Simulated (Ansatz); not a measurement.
## A computed series for HgTe: response to strain

The parent structure is HgTe in the zinc blende structure (space group F-43m, No. 216; a = 6.510 Å).

Strains are applied to the cell and any free atomic positions relax.

Computed with plane-wave PAW DFT at the PBEsol level (Ansatz, an electronic-structure program, 420 eV), without spin-orbit coupling.

Candidates:
(a) isotropic strain −0.50 %
(b) isotropic strain −2.00 %
(c) isotropic strain +1.50 %
(d) isotropic strain +1.00 %
(e) isotropic strain −2.50 %

Notes on the quantities. energy relative to the base: free energy F.

Q: Order them by energy relative to the base, highest first.

A: (e) isotropic strain −2.50 % (+28 meV/atom), (b) isotropic strain −2.00 % (+18 meV/atom), (c) isotropic strain +1.50 % (+8.6 meV/atom), (d) isotropic strain +1.00 % (+3.9 meV/atom), (a) isotropic strain −0.50 % (+1.0 meV/atom)

The mesh was chosen for an insulator and is coarse for the gapless case. No phonon test of stability was made. All final runs are without spin polarisation.
